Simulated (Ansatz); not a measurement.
Amorphous cells of 8 compositions: the gap between the highest filled and lowest empty level at the zone centre, by PBE and by a single point of HSE06 on the same geometry (PBE, scalar-relativistic without spin-orbit coupling (plane waves to 420 eV, PAW; Ansatz, a quantum-chemistry and plane-wave program); exact exchange cut at the cells' faces). The networks come from melt-quench runs on the CHGNet potential at compositions and starting densities chosen by hand, with anions pushed apart in the CHGNet dynamics, and DFT then relaxed them. The cells are small and were quenched far faster than real films, so single cells scatter. Defect or tail levels can set these gaps. The rows are the first to finish with both values and no moments.

```csv
cell,PBE gap x (eV),HSE06 gap y (eV)
"A (Ga24O39B2, 4.76 g/cm3)",1.00,2.66
"B (Ga24O37Mg, 4.94 g/cm3)",1.17,2.84
"C (Ga24O37Ca, 4.94 g/cm3)",1.53,3.21
"D (Ga24O37Li2, 4.85 g/cm3)",1.55,3.25
"E (Ga24O37Zn, 5.07 g/cm3)",1.60,3.33
"F (Ga24O37Na2, 4.87 g/cm3)",1.67,withheld
"G (Ga24O38Ti, 4.92 g/cm3)",1.84,3.52
"H (Ga24O38Hf, 5.20 g/cm3)",2.03,3.73
```

**Question.** Fit a straight line through the 7 full rows and predict the withheld value for F (Ga24O37Na2, 4.87 g/cm3).

**Answer.** Means: x = 1.531, y = 3.220. Slope = Σ(Δx Δy) / Σ(Δx²) = 0.7899 / 0.7619 = 1.04; the r.m.s. residual is 0.018. Prediction: 3.220 + 1.04 × (1.67 − 1.531) = 3.36. The run gave 3.34, 0.02 below the line.
